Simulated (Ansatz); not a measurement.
Re: Re → W

Base system: Re in the hcp (Mg type) structure (space group P6_3/mmc, No. 194; a = 2.758 Å, c = 4.463 Å).

Perturbation: W takes the place of Re on all its sites, then cell and atoms are relaxed.

The values are results of Kohn–Sham DFT with the r2SCAN functional, run in Ansatz (a first-principles code) with PAW and 500 eV plane waves, no SOC, not measurements. k-mesh 19×19×10 (Γ-centred); smearing 0.05 eV (Fermi–Dirac), for the changed cell.

| quantity | base | changed | shift |
|---|---|---|---|
| volume per atom | 14.70 Å³ | 16.30 Å³ | +1.607 Å³ |
| lattice parameter a | 2.758 Å | 2.756 Å | -0.002 Å |
| c/a ratio | 1.618 | 1.799 | +0.181 |
| space group | P6_3/mmc (No. 194) | P6_3/mmc (No. 194) | – |
| band gap | zero | zero | – |

No phonon test of stability was made. For W in this form, whether it has been made was not checked. The final runs are not spin-polarised. This is not the structure that W has at room temperature and ambient pressure.
